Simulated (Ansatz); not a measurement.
The reference is CdTe in the rock salt structure (space group Fm-3m, No. 225; relaxed with 0.1 eV smearing).

```
CELL_PARAMETERS angstrom
      0.00000     3.00023     3.00023
      3.00023     0.00000     3.00023
      3.00023     3.00023     0.00000
ATOMIC_POSITIONS crystal
  Cd 0.00000 0.00000 0.00000
  Te 0.50000 0.50000 0.50000
```

Cartesian axes are those of the cell as printed.

Method: PBEsol (Ansatz, a program for electronic structure; PAW; 420 eV plane waves; no SOC).

Strains are applied to the cell and any free atomic positions relax; under biaxial strain the out-of-plane vector relaxes too.

One change was made to it. Results:

| quantity | base | after |
|---|---|---|
| pressure | 0.0 GPa | 2.7 GPa |
| energy relative to the base (free energy F) | 0 meV/atom | +9.2 meV/atom |

Q: Which change produced these results?
A. biaxial strain −1.78 %, plane normal [111], relaxed out of plane
B. isotropic strain −1.43 %
C. uniaxial strain ε_zz = −4.66 %
D. isotropic strain −0.20 %

A: B, isotropic strain −1.43 %. For comparison, the energy relative to the base in the other runs: uniaxial strain ε_zz = −4.66 % gives +23 meV/atom; isotropic strain −0.20 % gives +0.2 meV/atom; biaxial strain −1.78 %, plane normal [111], relaxed out of plane gives +4.0 meV/atom.

Whether these cells are dynamically stable was not tested. All final runs are without spin polarisation. This is not the structure that CdTe has at room temperature and ambient pressure.
